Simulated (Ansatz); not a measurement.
**Ansatz (a program for electronic structure) run on SnGeSe2 (Pmc2_1, 8 atoms in the cell): self-consistent single point**

Method of the run: PBEsol, default PAW files made with PBE (plane waves; Ansatz).

The input file:

Ansatz 0.2 input:
```yaml
crystal:
  lattice:
    - [3.959630, 0.000000, 0.000000]
    - [0.000000, 4.677040, 0.000000]
    - [0.000000, 0.000000, 11.370820]
  atoms:
    - { symbol: Sn, position: [0.500000, 0.366050, 0.383350] }
    - { symbol: Sn, position: [0.500000, 0.633950, 0.883350] }
    - { symbol: Ge, position: [0.000000, 0.122930, 0.627460] }
    - { symbol: Ge, position: [0.000000, 0.877070, 0.127460] }
    - { symbol: Se, position: [0.000000, 0.235930, 0.845580] }
    - { symbol: Se, position: [0.000000, 0.764070, 0.345580] }
    - { symbol: Se, position: [0.500000, 0.233630, 0.143610] }
    - { symbol: Se, position: [0.500000, 0.766370, 0.643610] }
kpoints:
  mp_grid: { grid: [4, 3, 2] }
hamiltonian:
  xc: pbesol
  pseudopotentials: { kind: paw }
scf:
  occupations: { method: fixed }
output:
  forces: true
  eigenvalues: true
  stress: true
```

Log, with long lists cut:

```
WARN basis.ecutwfc = 420 eV, the default
WARN ansatz: RAYON_NUM_THREADS=1 ignored (pool sized by the plan → 1); use --threads N
Pseudopotentials: kind: paw
Pseudopotential: Sn, paw, valence charge 14
Pseudopotential: Ge, paw, valence charge 14
Pseudopotential: Se, paw, valence charge 16
Crystal: 8 atoms, lattice volume = 210.580 Å³
Basis set: ecut = 420 eV, 4137 PW (Γ), exchange–correlation on 54×64×160 points (8 copies of the dense FFT grid, shifted against one another)
Bands: 72, of which v1, the nominal top of the filled ones, is band 60 counted from 1 (59 counted from 0)
Symmetry: 4 space group operations
Space group: Pmc21 (ITA 26), of the structure as read, at distance tolerance 5.9e-5 Å
k-points: 12 of 24
PAW frozen core: Sn, regenerated for the run's functional, and the local potential with it
PAW frozen core: Ge, regenerated for the run's functional, and the local potential with it
PAW frozen core: Se, regenerated for the run's functional, and the local potential with it
Initial density: superposition of atomic densities (neutral atoms: chi_scale 0, normalization atom), corrected by the library's trained network
Initial wavefunctions: pseudopotential atomic-orbital guess
Eigensolver: davidson
Functional: x = pbesol(κ = 0.804, μ = 0.12345679012345678), c = pbesol(β = 0.046)
SCF iter   1: F=—  HF=-42105.832440 eV  |F-HF|=—  |Δ(HF+E_count)|=         —  Δρ=2.55e-3  dr2=2.42e-2  ethr=1.77e-3  ⟨swp⟩=5.0  Hψ=2682  notcnv=0  defer=116
all-band conjugate gradients solve this SCF's bands
preconditioner: auto → Resta (q_TF=auto, 2.484 Å⁻¹)
SCF iter   2: F=—  HF=-42105.822883 eV  |F-HF|=—  |Δ(HF+E_count)|=   9.56e-3  Δρ=1.19e-3  dr2=3.45e-3  ethr=2.02e-5  ⟨swp⟩=2.9  Hψ=1695  notcnv=0  defer=120
SCF iter   3: F=—  HF=-42105.822414 eV  |F-HF|=—  |Δ(HF+E_count)|=   4.69e-4  Δρ=4.38e-4  dr2=4.45e-4  ethr=2.88e-6  ⟨swp⟩=2.0  Hψ=1194  notcnv=0  defer=120
SCF iter   4: F=—  HF=-42105.822448 eV  |F-HF|=—  |Δ(HF+E_count)|=   3.42e-5  Δρ=1.38e-4  dr2=4.46e-5  ethr=3.71e-7  ⟨swp⟩=2.0  Hψ=974  notcnv=0  defer=115
SCF iter   5: F=—  HF=-42105.822567 eV  |F-HF|=—  |Δ(HF+E_count)|=   1.19e-4  Δρ=3.31e-5  dr2=2.59e-6  ethr=3.72e-8  ⟨swp⟩=2.0  Hψ=1002  notcnv=0  defer=60
SCF iter   6: F=—  HF=-42105.822569 eV  |F-HF|=—  |Δ(HF+E_count)|=   1.49e-6  Δρ=1.34e-5  dr2=3.78e-7  ethr=2.16e-9  ⟨swp⟩=2.0  Hψ=1530  notcnv=0  defer=60
SCF iter   7: F=-42105.822569 eV  HF=-42105.822569 eV  |F-HF|=2.05e-8  |Δ(HF+E_count)|=   1.90e-7  Δρ=4.56e-6  dr2=3.97e-8  ethr=8.33e-11  ⟨swp⟩=11.6  Hψ=4400  notcnv=0
SCF 1 converged in 7 iterations: F = -42105.822569 eV  dr2 = 3.97e-8
SCF converged after 7 iterations
Free energy (F): -42105.822569 eV
Harris-Foulkes:  -42105.822569 eV  (|F-HF|=2.05e-8)
Internal energy: -42105.822569 eV  (E = F + TS)
E sigma→0 (E₀):  -42105.822569 eV
Fermi energy:    7.777232 eV
--- Per-component energies (eV) ---
  E_band       = -2082.990263
  E_kinetic    = 1062.379645
  E_local      = -16712.049944  (includes V_loc(G=0)·N_el)
  E_nonlocal   = -1600.282551
  E_hartree    = 8159.794687
  E_xc         = -1320.718672
  E_vxc        = -713.247485  (∫ρ·V_xc dr)
  E_paw        = -19545.400205  (= ΣΔE_a)
  E_vpaw       = -439.376959  (= ΣTr[D̂ρ^β])
  E_aug_tail   = -0.001811  (compensation charges beyond the density's cutoff)
  E_ewald      = -12155.983072
  E_core_change = 6.439354  (= ΣΔE_core)
  E_smearing   = -0.000000  (= −TS)
  E_closure    = 0.000000  (closes the sum)
  Σ components = -42105.822569   (vs F -42105.822569, Δ=0.00e0)
--- Forces (eV/Å), atoms counted from 1 ---
  atom   1  Sn     0.00000000    -0.06515178     0.10158059
  atom   2  Sn     0.00000000     0.06515178     0.10158059
  atom   3  Ge     0.00000000     0.01228479    -0.12900360
  atom   4  Ge     0.00000000    -0.01228479    -0.12900360
  atom   5  Se     0.00000000    -0.09357216     0.13322318
  atom   6  Se     0.00000000     0.09357216     0.13322318
  atom   7  Se     0.00000000     0.00253124    -0.10578947
  atom   8  Se     0.00000000    -0.00253124    -0.10578947
  max |Σ_I F_I| component: 2.14e-5 eV/Å
--- Stress (GPa, compression-positive) ---
       -1.102016      -0.000000       0.000000
       -0.000000      -2.189274      -0.000000
        0.000000      -0.000000      -1.352689
  P = ⅓ Tr σ = -1.5480 GPa (-15.480 kbar)
  The stress holds the Pulay correction. Without it, at fixed plane waves, as pw.x and ABINIT print it: P = -1.5716 GPa
--- Band table (eV; the first three rows and the last of 12) ---
  k-point 0: bands = ["-39.5931", "-39.5931", "-39.5892", "-39.5892", "-39.5847", "-39.5847", "-39.5845", "-39.5845", "-39.5709", "-39.5709", "-39.5464", "-39.5464", "-39.5438", "-39.5438", "-39.5413", "-39.5413", "-39.5317", "-39.5317", "-39.5227", [...]
  k-point 1: bands = ["-39.5931", "-39.5931", "-39.5892", "-39.5892", "-39.5847", "-39.5847", "-39.5845", "-39.5845", "-39.5709", "-39.5709", "-39.5464", "-39.5464", "-39.5438", "-39.5438", "-39.5413", "-39.5413", "-39.5317", "-39.5317", "-39.5227", [...]
  k-point 2: bands = ["-39.5931", "-39.5931", "-39.5892", "-39.5892", "-39.5847", "-39.5847", "-39.5845", "-39.5845", "-39.5709", "-39.5709", "-39.5464", "-39.5464", "-39.5438", "-39.5438", "-39.5413", "-39.5413", "-39.5317", "-39.5317", "-39.5227", [...]
  k-point 11: bands = ["-39.5930", "-39.5930", "-39.5892", "-39.5892", "-39.5847", "-39.5847", "-39.5842", "-39.5842", "-39.5708", "-39.5708", "-39.5465", "-39.5465", "-39.5439", "-39.5439", "-39.5411", "-39.5411", "-39.5317", "-39.5317", [...]
```

The run converged in 7 iterations.

The starting cell comes from a database of computed structures (which also holds hypothetical and non-ambient phases and stackings), without a prior relaxation at this level. Ansatz's pressure includes its estimate of the finite-basis (Pulay) stress. Another mesh or the band path of this cell gives a smaller gap, so this value is not converged in the mesh.
